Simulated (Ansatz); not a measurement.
We consider OsAl (Pm-3m, No. 221, 2 atoms in the cell; start mp-875), described by LDA (Ansatz, a quantum-chemistry and plane-wave program, plane waves, PAW).

Numerical settings: plane-wave cutoff 520 eV, 18×18×18 k mesh, Fermi–Dirac smearing 0.05 eV, no spin polarisation, scalar-relativistic PAW data made under PBE.

Cell (relaxed at this level):

```cif
data_AlOs
_chemical_formula_sum 'Al1 Os1'
_space_group_name_H-M_alt 'Pm-3m'
_space_group_IT_number 221
_space_group_name_Hall '-P 4 2 3'
_cell_length_a 2.97283
_cell_length_b 2.97283
_cell_length_c 2.97283
_cell_angle_alpha 90.000
_cell_angle_beta 90.000
_cell_angle_gamma 90.000
loop_
_atom_site_label
_atom_site_type_symbol
_atom_site_symmetry_multiplicity
_atom_site_Wyckoff_symbol
_atom_site_fract_x
_atom_site_fract_y
_atom_site_fract_z
_atom_site_occupancy
Al1 Al 1 a 0.00000 0.00000 0.00000 1
Os1 Os 1 b 0.50000 0.50000 0.50000 1
```

Task: Predict the bulk modulus B0.

Result: 
- bulk modulus B0 = 263 GPa

Note: the run has no spin polarisation, so it can have missed a magnetic state; the bulk modulus is −V dP/dV from two relaxed cells at ±2 % in volume; the relaxation could not lower the start's symmetry, so the cell can be a saddle point above a distorted one.

Spin–orbit coupling is not included.

The computed numbers hold no vibrational or temperature effects.

The result took roughly 22 core-seconds.

A start named mp-… is a Materials Project structure, which need not be a measured phase.
